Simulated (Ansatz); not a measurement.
Input and output of a self-consistent single point for GaH6N2F3 (P1, 12 atoms in the cell) (Ansatz, an electronic-structure program).

Level of theory: PBEsol, default PAW files made with PBE (plane waves; Ansatz).

```xyz
12
Lattice="5.0305 -2.0144 0.0000 5.0305 2.0144 0.0000 -4.8561 0.0000 5.1808" Properties=species:S:1:pos:R:3 pbc="T T T"
Ga     2.6044    -0.0150     2.5962
H      1.5426    -0.0020     0.2061
H      3.7238     0.0221     4.9515
H     -0.3698    -1.2100     3.8974
H      5.5386     1.1917     1.2548
H      5.5440    -1.1955     1.2909
H     -0.3456     1.1935     3.9126
N      1.1606    -0.0039     1.1713
N      4.0635     0.0146     3.9766
F      3.9252    -0.0013     1.2374
F      1.2437     0.0083     3.9908
F     -2.4319    -0.0025     2.5994
```

Reference input (self-consistent single point, DFT, PBE0, plane waves, default PAW files made with PBE): basis.ecutwfc = 420 eV; kpoints.mp_grid.grid = 4 4 2; hamiltonian.xc = pbe0; hamiltonian.pseudopotentials = {kind: paw} (the program's default PAW files); scf.occupations.method = fixed. This run's input differs from it in these lines:

Ansatz 0.2 input:
```diff
@@ -24,3 +24,3 @@
 hamiltonian:
-  xc: pbe0
+  xc: pbesol
   pseudopotentials: { kind: paw }
```

Log, with long lists cut:

```
SCF iter   1: F=—  HF=-7001.651326 eV  |F-HF|=—  |Δ(HF+E_count)|=         —  Δρ=1.08e-2  dr2=8.14e-2  ethr=1.77e-3  ⟨swp⟩=5.3  Hψ=2667  notcnv=0  defer=199
all-band conjugate gradients solve this SCF's bands
preconditioner: auto → none
SCF iter   2: F=—  HF=-7001.633588 eV  |F-HF|=—  |Δ(HF+E_count)|=   1.77e-2  Δρ=5.50e-3  dr2=1.87e-2  ethr=1.63e-4  ⟨swp⟩=2.0  Hψ=1441  notcnv=0  defer=199
SCF iter   3: F=—  HF=-7001.628610 eV  |F-HF|=—  |Δ(HF+E_count)|=   4.98e-3  Δρ=1.43e-3  dr2=1.14e-3  ethr=3.74e-5  ⟨swp⟩=2.0  Hψ=1138  notcnv=0  defer=200
   [... lines left out ...]
SCF iter   5: F=—  HF=-7001.628672 eV  |F-HF|=—  |Δ(HF+E_count)|=   5.70e-5  Δρ=1.20e-4  dr2=7.99e-6  ethr=3.89e-7  ⟨swp⟩=2.0  Hψ=942  notcnv=0  defer=193
SCF iter   6: F=—  HF=-7001.628741 eV  |F-HF|=—  |Δ(HF+E_count)|=   6.91e-5  Δρ=4.92e-5  dr2=1.41e-6  ethr=1.60e-8  ⟨swp⟩=2.0  Hψ=1116  notcnv=0  defer=122
SCF iter   7: F=—  HF=-7001.628743 eV  |F-HF|=—  |Δ(HF+E_count)|=   1.16e-6  Δρ=1.78e-5  dr2=1.59e-7  ethr=2.81e-9  ⟨swp⟩=2.0  Hψ=1114  notcnv=0  defer=122
SCF iter   8: F=-7001.628743 eV  HF=-7001.628743 eV  |F-HF|=1.98e-8  |Δ(HF+E_count)|=   3.14e-7  Δρ=4.27e-6  dr2=1.09e-8  ethr=2.00e-10  ⟨swp⟩=11.4  Hψ=4112  notcnv=0
SCF 1 converged in 8 iterations: F = -7001.628743 eV  dr2 = 1.09e-8
Free energy (F): -7001.628743 eV
Internal energy: -7001.628743 eV  (E = F + TS)
E sigma→0 (E₀):  -7001.628743 eV
Fermi energy:    0.072713 eV
--- Forces (eV/Å), atoms counted from 1 ---
  atom   1  Ga    -0.40831442     0.04624860     0.14758685
  atom   2  H     -0.25150396     0.07643604     0.39323292
  atom   3  H     -0.12500703    -0.00587560    -0.17039598
  atom   4  H      1.15178197     1.45722639    -0.24920980
  atom   5  H      0.42205693     0.27219218    -0.13301182
  atom   6  H      0.49651059    -0.36209459    -0.29511627
  atom   7  H     -0.04880015     0.19478776    -0.05455717
  atom   8  N     -0.78106408     0.03148891     0.28570133
  atom   9  N     -0.86065652    -1.69931423     0.48774716
   [... lines left out ...]
  atom  12  F     -0.00623655     0.00582714     0.03890779
--- Stress (GPa, compression-positive) ---
       -3.664113       1.625651       0.364998
        1.625650      -2.096271      -0.526781
        0.364998      -0.526781      -2.994201
  P = ⅓ Tr σ = -2.9182 GPa (-29.182 kbar)
  The stress holds the Pulay correction. Without it, at fixed plane waves, as pw.x and ABINIT print it: P = -3.6548 GPa
```

The run converged in 8 iterations. Against the reference run the pressure goes from -4.36 to -2.92 GPa, the largest force hardly changes (1.958 to 1.966 eV/Å) and the gap on the mesh goes from 7.894 to 5.153 eV.

The starting cell comes from a database of computed structures (which also holds hypothetical and non-ambient phases and stackings), without a prior relaxation at this level. Its atoms were displaced at random from the sites of space group no. 12. Forces in this geometry exceed 1 eV/Å. Ansatz's pressure includes its estimate of the finite-basis (Pulay) stress. Without the estimate this run gives -3.65 GPa.
